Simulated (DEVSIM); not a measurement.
System: illuminated Si n-on-p cell, one wavelength, with a back-surface field, at 350 K.

Layer 1 from the left is Si, thickness (μm) 0.310, Nd (cm⁻³) 1.5e19, τn (s) 4.4e-7, τp (s) 1.3e-8, absorption coefficient (cm⁻¹) 400. Layer 2 from the left is Si, thickness (μm) 29.0, Na (cm⁻³) 6.5e16, τn (s) 1e-6, τp (s) 1e-6, absorption coefficient (cm⁻¹) 400. Layer 3 from the left is Si, thickness (μm) 1.80, Na (cm⁻³) 8.3e18, τn (s) 1e-6, τp (s) 1e-6, absorption coefficient (cm⁻¹) 400.

Left contact: ohmic, minority hole recombination velocity 10 cm/s. Right contact: ohmic, minority electron recombination velocity 5000 cm/s. Voltage is applied to the left contact. Recombination: SRH at mid-gap, radiative, Auger. Gap narrowing is on: ΔEg = 6.92 meV × (l + √(l² + 0.5)), l = ln(N/1.3e17 cm⁻³), shared equally by both band edges. Light enters at the left, 1.2e17 photons cm⁻² s⁻¹, one pass, no reflection. Mobility is μmin + (μ − μmin)/(1 + (N/Nref)^α).

The device is made up for the run: typed textbook-type constants, with dimensions and the other settings drawn at random. Values at 300 K; Nc and Nv go as T^1.5, mobilities as T to minus their exponent, the gap by Varshni's rule with the affinity fixed.

Si: gap (eV) 1.124, affinity (eV) 4.05, permittivity 11.7, Nc (cm⁻³) 2.86e19, Nv (cm⁻³) 3.1e19, μn (cm²/Vs) 1417, μp (cm²/Vs) 470, μn,min 52, μp,min 45, Nref,n 9.7e16, Nref,p 2.2e17, αn 0.68, αp 0.72, T exponent of μn 2.3, T exponent of μp 2.2, B (cm³/s) 4.7e-15, Cn (cm⁶/s) 2.8e-31, Cp (cm⁶/s) 9.9e-32, Varshni α (eV/K) 0.000473, Varshni β (K) 636.

Model (solved in DEVSIM): 1D drift-diffusion, Boltzmann statistics, complete ionisation; no tunnelling, impact ionisation, image-force lowering or self-heating.

Dark forward current:

```
|V| (V)  |J| (A/cm²)
-------  -----------
0.05        6.059e-8
0.10        2.086e-7
0.15        6.276e-7
0.20        1.993e-6
0.25        7.161e-6
0.30        2.943e-5
0.35       0.0001344
0.40       0.0006562
0.45        0.003321
0.50         0.01710
0.55         0.08857
0.60          0.4525
0.65           2.145
0.70           8.278
0.75           25.88
0.80           78.69
0.85           252.7
0.90           804.3
0.95            2266
```

**Question.** Work out the local ideality factor n = ΔV / (kT/q · ln(J2/J1)) between the rows 0.15 and 0.20 V, 0.50 and 0.55 V, 0.90 and 0.95 V.

**Answer.** kT/q = 30.16 mV. From 0.15 to 0.20 V: ln(1.993e-6/6.276e-7) = 1.155, n = 1.43. From 0.50 to 0.55 V: ln(0.08857/0.01710) = 1.645, n = 1.01, near the 1 of diffusion or emission over a barrier. From 0.90 to 0.95 V: ln(2266/804.3) = 1.036, n = 1.60.

**Question.** What current could the absorbed light give at most, and what share is collected?

**Answer.** Σ αd = 1.24, so qΦ(1 − exp(−Σ αd)) = 13.7 mA/cm². The simulated short-circuit current is 11.95 mA/cm², a share of 0.87.

**Question.** Estimate the open-circuit voltage by superposition: the voltage at which the dark current equals that short-circuit current.

**Answer.** Interpolating ln J in the table gives 0.489 V. The simulation gives 0.489 V, the same within the digits that matter. Superposition holds where collection doesn't change with voltage.

**Question.** Estimate the fill factor from FF0 = (v − ln(v + 0.72))/(v + 1), v = qVoc/(nkT), with n from the dark curve.

**Answer.** The rows about Voc, 0.45 and 0.50 V, give n = 1.01, so v = 16.0 and FF0 = 0.776. The simulation gives 0.774, the same within the digits that matter.
